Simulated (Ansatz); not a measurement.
Take a 16-atom supercell of CdS in the zinc blende structure (space group F-43m, No. 216) at its relaxed geometry as the base.

```
CdS
1.0
    0.00000     5.92662     5.92662
    5.92662     0.00000     5.92662
    5.92662     5.92662     0.00000
S Cd
8 8
Direct
  0.37500   0.37500   0.37500
  0.37500   0.37500   0.87500
  0.37500   0.87500   0.37500
  0.37500   0.87500   0.87500
  0.87500   0.37500   0.37500
  0.87500   0.37500   0.87500
  0.87500   0.87500   0.37500
  0.87500   0.87500   0.87500
  0.00000   0.00000   0.00000
  0.00000   0.00000   0.50000
  0.00000   0.50000   0.00000
  0.00000   0.50000   0.50000
  0.50000   0.00000   0.00000
  0.50000   0.00000   0.50000
  0.50000   0.50000   0.00000
  0.50000   0.50000   0.50000
```

All numbers come from PBE/PAW in Ansatz (a quantum-chemistry and plane-wave program), no SOC.

One neutral defect a cell, atoms relaxed at fixed cell.

One change was made to it. Results:

The pressure goes from zero to -1.3 GPa; the largest displacement of a host atom from its site in the perfect cell comes out as 0.11 Å.

### Question
Name the change that was made.
A) Cd on a S site (antisite)
B) Pd on a Cd site
C) H interstitial (started 2.57 Å from the nearest host atom)

### Answer
B, Pd on a Cd site. For comparison, the pressure in the other runs: H interstitial (started 2.57 Å from the nearest host atom) gives 0.3 GPa; Cd on a S site (antisite) gives 2.5 GPa.

The magnetic state is the one reached from the starting moments; the real material's order can differ, and small cells can't hold many antiferromagnetic ones. In so small a cell the defect repeats every few ångströms: this is an ordered compound, not a dilute defect. A case with no gap was solved on a k-mesh chosen for an insulator, which is coarse for it. Seeded moments were not kept for Cd on a S site (antisite).
